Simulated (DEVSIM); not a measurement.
System: abrupt Si p-n junction, at 300 K.

```csv
layer (left to right),material,thickness (μm),Nd (cm⁻³),Na (cm⁻³),τn (s),τp (s)
1,Si,9.70,-,6.4e16,1.8e-5,1.8e-5
2,Si,5.00,1.4e14,-,1.8e-5,1.8e-5
```

Left contact: ohmic. Right contact: ohmic. Voltage is applied to the left contact. Recombination: SRH at mid-gap, radiative, Auger. Gap narrowing is on: ΔEg = 6.92 meV × (l + √(l² + 0.5)), l = ln(N/1.3e17 cm⁻³), shared equally by both band edges. Mobility is μmin + (μ − μmin)/(1 + (N/Nref)^α).

This is a model device: material constants are rounded textbook-type values typed into the input, and sizes, dopings and lifetimes were drawn at random. Values at 300 K.

| parameter | Si |
|---|---|
| gap (eV) | 1.124 |
| affinity (eV) | 4.05 |
| permittivity | 11.7 |
| Nc (cm⁻³) | 2.86e19 |
| Nv (cm⁻³) | 3.1e19 |
| μn (cm²/Vs) | 1417 |
| μp (cm²/Vs) | 470 |
| μn,min | 52 |
| μp,min | 45 |
| Nref,n | 9.7e16 |
| Nref,p | 2.2e17 |
| αn | 0.68 |
| αp | 0.72 |
| B (cm³/s) | 4.7e-15 |
| Cn (cm⁶/s) | 2.8e-31 |
| Cp (cm⁶/s) | 9.9e-32 |

DEVSIM, 1D drift-diffusion, Boltzmann statistics, complete ionisation; no tunnelling, impact ionisation, image-force lowering or self-heating.

Tabulate band edges, carrier densities and field at zero bias.

Energies count from the Fermi level of the right contact; mesh points crowd at the junctions.

```
x (μm)   Ec (eV)  Ev (eV)  n (cm⁻³)  p (cm⁻³)  field (V/cm)
-------  -------  -------  --------  --------  ------------
0.000      0.962   -0.160      2000    6.4e16           ≈ 0
0.03248    0.962   -0.160      2000    6.4e16           ≈ 0
0.1142     0.962   -0.160      2000    6.4e16           ≈ 0
0.3005     0.962   -0.160      2000    6.4e16           ≈ 0
1.030      0.962   -0.160      2000    6.4e16           ≈ 0
2.450      0.962   -0.160      2000    6.4e16           ≈ 0
5.581      0.962   -0.160      2000    6.4e16           ≈ 0
8.448      0.962   -0.160      2000    6.4e16           ≈ 0
9.180      0.962   -0.160      2000    6.4e16           ≈ 0
9.502      0.962   -0.160      2000    6.4e16           ≈ 0
9.629      0.962   -0.160      2000    6.3e16          -250
9.695      0.941   -0.181      4400    2.9e16        -11000
9.722      0.911   -0.213     14000    8.1e15         -9500
9.784      0.866   -0.258     81000    1.5e15         -5900
10.03      0.752   -0.372   6600000    1.8e13         -4200
10.49      0.579   -0.545     5.4e9    2.2e10         -3200
11.66      0.350   -0.774    3.8e13   3100000          -800
13.35      0.316   -0.807    1.4e14    850000           ≈ 0
14.30      0.316   -0.808    1.4e14    840000           ≈ 0
14.54      0.316   -0.808    1.4e14    840000           ≈ 0
14.65      0.316   -0.808    1.4e14    840000           ≈ 0
14.70      0.316   -0.808    1.4e14    840000           ≈ 0
```
